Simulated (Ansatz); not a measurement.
ZnS (model structure, started from the NiAs type, P6₃/mmc, No. 194, 4 atoms in the cell): band gap by level of theory

No measured value is used here.

```
level (code)           value (eV)
----------------  ---------------
LDA (Ansatz)      0.14 (indirect)
PBEsol (Ansatz)   0.28 (indirect)
r²SCAN (Ansatz)        (withheld)
HSE06 (Ansatz)         (withheld)
PBE0 (Ansatz)     2.16 (indirect)
r²SCAN0 (Ansatz)  2.48 (indirect)
```

Task: Complete the blanks.

Result: 
- r²SCAN (Ansatz, a quantum-chemistry and plane-wave program), value (eV): 0.83 (indirect)
- HSE06 (Ansatz), value (eV): 1.50 (indirect)

Computed values are for a static lattice.  Values are at the PBEsol cell. Cutoffs and k meshes differ between the levels. Ansatz's density-functional and Hartree–Fock values are scalar-relativistic unless marked +SOC, with PAW data made under PBE.

A model structure was made by putting elements into a prototype or built by hand; it is no filed structure, need not be a known phase, and can be a saddle point held by its symmetry.
